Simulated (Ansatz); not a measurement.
Carrier properties of monolayer HfS2

Given:

```
HfS2
1.0
    3.76174     0.00000     0.00000
   -1.88087     3.25777     0.00000
    0.00000     0.00000    18.93792
Hf S
1 2
Direct
  0.00000   0.00000   0.50000
  0.33333   0.66667   0.57366
  0.66667   0.33333   0.42634
```

All values below come from PBE with spin-orbit coupling, rigid bands (plane waves, PAW; Ansatz, a first-principles code). Condition of this run: biaxial strain +3 % with spin-orbit coupling. Cell: cell and atoms relaxed with PBE, then loaded as said.

```json
{
  "band_gap": "1.57 eV",
  "electron conductivity mass (300 K, dilute)": "0.53 mₑ",
  "hole conductivity mass (300 K, dilute)": "0.33 mₑ",
  "effective density of states N_c (300 K)": "3.1e13 cm⁻²",
  "effective density of states N_v (300 K)": "3.2e12 cm⁻²",
  "Seebeck coefficient, n-type 1.9e12 cm⁻², 300 K": "-410 μV/K",
  "Seebeck coefficient, p-type 1.9e12 cm⁻², 300 K": "217 μV/K"
}
```

Rigid bands; masses and Seebeck coefficients take one relaxation time τ for all states and one kind of carrier; polarons and phonon drag are left out.

Model free-standing layer, not matched to a measured one here: monolayer HfS2.
